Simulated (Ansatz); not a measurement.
**Effect of uniaxial strain ε_xx = −1.29 % on Ni**

The parent structure is Ni in the fcc (Cu type) structure (space group Fm-3m, No. 225; a = 3.479 Å; ferromagnetic; relaxed with 0.1 eV smearing). Axes: x, y, z lie along the cube axes.

One thing is altered: uniaxial strain ε_xx = −1.29 %, all other strain components held at zero; the atoms relax in the strained cell.

Calculations: r2SCAN (Ansatz, a first-principles code; PAW; 500 eV plane waves; no spin-orbit coupling). k-mesh 32×32×32 (Γ-centred); smearing 0.1 eV (Fermi–Dirac).

Volume per atom: 10.39 Å³ (base 10.53 Å³)
Space group: I4/mmm (No. 139) (base Fm-3m (No. 225))
Energy relative to the base (free energy F): +1.7 meV/atom
Pressure (mean of the normal stresses, compression positive): 2.9 GPa (base 0.0 GPa)
Band gap: zero (base zero)
Magnetic state: ferromagnetic (base ferromagnetic)
Largest site moment: 0.79 μB (base 0.79 μB)
Stress (xx, yy, zz, yz, xz, xy; compression positive): (4.1, 2.4, 2.4, 0.0, 0.0, 0.0) GPa

Cost of the whole job for the changed cell (relaxation, final SCF and bands): roughly 7 core-minutes.

The magnetic state is the one reached from the starting moments; the real material's order can differ, and small cells can't hold many antiferromagnetic ones. No phonon test of stability was made.
